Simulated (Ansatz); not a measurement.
**Ga2O3 (model structure, started from the Bi2Te3 type, R-3m, No. 166, 5 atoms in the cell)**

Computed with LDA in Ansatz (plane waves, PAW).

Run with plane-wave cutoff 520 eV, 14×14×14 k mesh, Fermi–Dirac smearing 0.01 eV, scalar-relativistic PAW data made under PBE.

Cell (relaxed at this level):

```
Ga2O3
1.0
    1.48119     0.85517     6.87377
   -1.48119     0.85517     6.87377
    0.00000    -1.71033     6.87377
Ga O
2 3
Direct
  0.40029   0.40029   0.40029
  0.59971   0.59971   0.59971
  0.00000   0.00000   0.00000
  0.23135   0.23135   0.23135
  0.76865   0.76865   0.76865
```

band gap: 2.64 eV (direct)

Note: the relaxation could raise the start's symmetry but not lower it, so the cell can be a saddle point.

Spin–orbit coupling is not included.

Static lattice: no zero-point or thermal effects.

Cost on a shared machine: around 17 core-seconds (rough).

A model structure was made by putting elements into a prototype or built by hand; it is no filed structure, need not be a known phase, and can be a saddle point held by its symmetry.

Ansatz is a quantum-chemistry and plane-wave program.
